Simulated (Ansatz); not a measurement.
HfN (model structure, started from the NbAs type, I4₁md, No. 109, 4 atoms in the cell), treated with PBEsol (Ansatz, a quantum-chemistry and plane-wave program, plane waves, PAW).

Run with plane-wave cutoff 520 eV, 26×26×26 k mesh, Fermi–Dirac smearing 0.05 eV, scalar-relativistic PAW data made under PBE.

Cell (relaxed at this level):

```
HfN
1.0
   -1.47748     1.47748     5.36714
    1.47748    -1.47748     5.36714
    1.47748     1.47748    -5.36714
Hf N
2 2
Direct
  0.50408   0.50408   0.00000
  0.25408   0.75408   0.50000
  0.91192   0.91192   0.00000
  0.66192   0.16192   0.50000
```

**Question.** Estimate the bulk modulus that the calculation returns.

**Answer.** 
bulk modulus: 254 GPa

The run finds no gap.

Note: the bulk modulus is −V dP/dV from two relaxed cells at ±2 % in volume; the relaxation could raise the start's symmetry but not lower it, so the cell can be a saddle point.

Spin–orbit coupling is not included; it can open a gap where bands touch, and shift volumes and moduli.

The computed numbers hold no vibrational or temperature effects.

A model structure was made by putting elements into a prototype or built by hand; it is no filed structure, need not be a known phase, and can be a saddle point held by its symmetry.
